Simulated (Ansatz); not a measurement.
# Effect of isotropic strain −1.50 % on SrO

Take SrO in the rock salt structure (space group Fm-3m, No. 225; a = 5.195 Å) as the base.

The change: the cell is scaled by 0.9850 in all directions; the atoms relax in the strained cell.

Level of theory: Kohn–Sham DFT with the PBE functional, run in Ansatz (a program for electronic structure) with PAW and 420 eV plane waves, spin-orbit coupling left out. Γ-centred 11×11×11 mesh, Fermi–Dirac width 0.05 eV.

```json
[
 {"quantity": "volume per atom", "base": "17.52 Å³", "changed": "16.75 Å³", "shift": "-0.777 Å³"},
 {"quantity": "space group", "base": "Fm-3m (No. 225)", "changed": "Fm-3m (No. 225)", "shift": "–"},
 {"quantity": "energy relative to the base (free energy F)", "base": "0 meV/atom", "changed": "+9.9 meV/atom", "shift": "+9.9 meV/atom"},
 {"quantity": "pressure", "base": "0.00 GPa", "changed": "4.25 GPa", "shift": "+4.244 GPa"},
 {"quantity": "band gap", "base": "3.33 eV", "changed": "3.31 eV", "shift": "-0.02 eV"},
 {"quantity": "gap character", "base": "indirect, Γ → X", "changed": "indirect, Γ → X", "shift": "–"},
 {"quantity": "smallest direct gap", "base": "3.42 eV", "changed": "3.37 eV", "shift": "-0.05 eV"},
 {"quantity": "mean gap deformation potential ΔEg/Δln V", "base": "–", "changed": "+0.4 eV", "shift": "–"},
 {"quantity": "electron mass", "base": "1.2 mₑ along k, 0.41 mₑ across (at X)", "changed": "1.2 mₑ along k, 0.40 mₑ across (at X)", "shift": "–"},
 {"quantity": "valley order (the lowest conduction-band minima on the path, energy above the VBM, named in the base's zone)", "base": "X along ⟨100⟩ 3.33 eV; Γ 3.79 eV", "changed": "X along ⟨100⟩ 3.31 eV; Γ 4.11 eV", "shift": "–"}
]
```

Cost of the whole job for the changed cell (relaxation, final SCF and bands): very roughly 5 core-seconds.

Masses are band curvatures over ±0.01 Å⁻¹ around the edge. Along k means along the line from Γ to the band edge. No phonon test of stability was made.
